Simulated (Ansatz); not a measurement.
**Bulk modulus of Nb2SiN (model structure, started from the MAX type, P6₃/mmc, No. 194, 8 atoms in the cell) at several levels of theory**

No measured value is used here.

```json
[
 {"level (code)": "LDA (Ansatz)", "value (GPa)": "234", "cell (Å³/atom)": "13.22"},
 {"level (code)": "PBE (Ansatz)", "value (GPa)": "210", "cell (Å³/atom)": "13.80"},
 {"level (code)": "PBEsol (Ansatz)", "value (GPa)": "225", "cell (Å³/atom)": "13.44"},
 {"level (code)": "r²SCAN (Ansatz)", "value (GPa)": "219", "cell (Å³/atom)": "13.71"}
]
```

The crystal itself was run without spin with LDA, PBE, PBEsol, r²SCAN; a magnetic state was not tried in these runs. LDA, PBE, PBEsol, r²SCAN: the run has no spin polarisation, so it can have missed a magnetic state. LDA, PBE, PBEsol, r²SCAN: the bulk modulus is −V dP/dV from two relaxed cells at ±2 % in volume. Each level is taken at its own relaxed cell. Cutoffs differ between the levels. Ansatz's density-functional and Hartree–Fock values are scalar-relativistic unless marked +SOC, with PAW data made under PBE.

A model structure was made by putting elements into a prototype or built by hand; it is no filed structure, need not be a known phase, and can be a saddle point held by its symmetry.

Ansatz is a program for electronic structure.
